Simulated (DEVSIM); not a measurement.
Structure: abrupt Si p-n junction, at 300 K.

```csv
layer (left to right),material,thickness (μm),Nd (cm⁻³),Na (cm⁻³),τn (s),τp (s)
1,Si,11.0,-,8.8e16,9.4e-7,9.4e-7
2,Si,19.0,2.3e16,-,9.4e-7,9.4e-7
```

Left contact: ohmic. Right contact: ohmic. Voltage is applied to the left contact. Recombination: SRH at mid-gap. Mobility is μmin + (μ − μmin)/(1 + (N/Nref)^α).

Constants are typed, rounded textbook-type inputs, not results; the design itself was drawn at random and stands for no fabricated device. Values at 300 K.

```tsv
parameter	Si
gap (eV)	1.124
affinity (eV)	4.05
permittivity	11.7
Nc (cm⁻³)	2.86e19
Nv (cm⁻³)	3.1e19
μn (cm²/Vs)	1417
μp (cm²/Vs)	470
μn,min	52
μp,min	45
Nref,n	9.7e16
Nref,p	2.2e17
αn	0.68
αp	0.72
```

Simulated with DEVSIM: 1D drift-diffusion, Boltzmann statistics, complete ionisation; no tunnelling, impact ionisation, image-force lowering or self-heating.

Q: Tabulate band edges, carrier densities and field at 0.9 V on the left contact.

A: Energies count from the Fermi level of the right contact; mesh points crowd at the junctions.

```tsv
x (μm)	Ec (eV)	Ev (eV)	n (cm⁻³)	p (cm⁻³)	field (V/cm)
0.000	0.072	-1.052	1300	8.8e16	58
0.03983	0.073	-1.051	3.1e14	8.8e16	58
0.1525	0.073	-1.051	1.2e15	8.9e16	57
0.4443	0.075	-1.049	3.3e15	9.1e16	54
1.767	0.081	-1.043	1.2e16	1.0e17	46
4.726	0.093	-1.031	2.6e16	1.1e17	36
8.671	0.106	-1.018	4.1e16	1.3e17	30
10.38	0.111	-1.013	4.6e16	1.3e17	28
10.79	0.112	-1.012	4.7e16	1.4e17	28
10.94	0.113	-1.011	4.8e16	1.4e17	15
10.99	0.109	-1.015	5.6e16	1.2e17	-4100
11.04	0.096	-1.028	9.2e16	7.0e16	-100
11.16	0.096	-1.028	9.2e16	6.9e16	24
11.47	0.097	-1.027	9.2e16	6.9e16	25
12.85	0.101	-1.024	8.8e16	6.5e16	26
15.96	0.109	-1.015	7.8e16	5.5e16	29
23.42	0.136	-0.988	5.5e16	3.2e16	45
27.54	0.159	-0.965	3.8e16	1.5e16	73
29.38	0.176	-0.948	2.8e16	4.8e15	120
29.78	0.181	-0.943	2.5e16	1.8e15	140
29.93	0.183	-0.941	2.4e16	5.9e14	160
30.00	0.184	-0.940	2.3e16	5100	160
```
